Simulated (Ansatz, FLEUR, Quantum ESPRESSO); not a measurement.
# LaB6 (Pm-3m, 7 atoms in the cell) computed with different codes at matched settings

Self-consistent single point.

```
CELL_PARAMETERS angstrom
      4.16216     0.00000     0.00000
      0.00000     4.16216     0.00000
      0.00000     0.00000     4.16216
ATOMIC_POSITIONS crystal
  La 0.00000 0.00000 0.00000
  B  0.80012 0.50000 0.50000
  B  0.19988 0.50000 0.50000
  B  0.50000 0.80012 0.50000
  B  0.50000 0.19988 0.50000
  B  0.50000 0.50000 0.80012
  B  0.50000 0.50000 0.19988
```

Shared settings, as Ansatz (a program for electronic structure) writes them: kpoints.mp_grid.grid = 11 11 11; scf.occupations.method = fermi_dirac; scf.occupations.width = 0.05 eV. Potentials and cutoffs stand in the table.

```
code                                                                        model  pressure (GPa)  largest force (eV/Å)           cutoff
----------------  ---------------------------------------------------------------  --------------  --------------------  ---------------
Ansatz                                            PBEsol, PAW files made with PBE           -4.21                 0.018           420 eV
FLEUR             PBEsol, all-electron FLAPW (FLEUR), scalar-relativistic valence               –                 0.005  Kmax 4.1 1/bohr
Quantum ESPRESSO             PBEsol, GBRV 1.5 ultrasoft (PBESOL) pseudopotentials           -3.87                 0.010            40 Ry
```

A dash marks a value that a program does not give, or that is left out as unsure.

The spread over the programs that give each value: pressure within 0.34 GPa; largest force within 0.013 eV/Å.

FLEUR treats all electrons, but the usual bases taken here (sphere radii, linearisation, local orbitals, empty states) were not tested for convergence, so the values are no reference for the others. Ansatz's pressure is given at a fixed set of plane waves, as the other plane-wave codes print theirs; with its correction for the finite basis it is -4.07 GPa.

The starting cell comes from a database of computed structures (which also holds hypothetical and non-ambient phases and stackings), without a prior relaxation at this level. Its lattice was rescaled by a random factor within 2.5 % of one.

Keys are those of Ansatz 0.2.
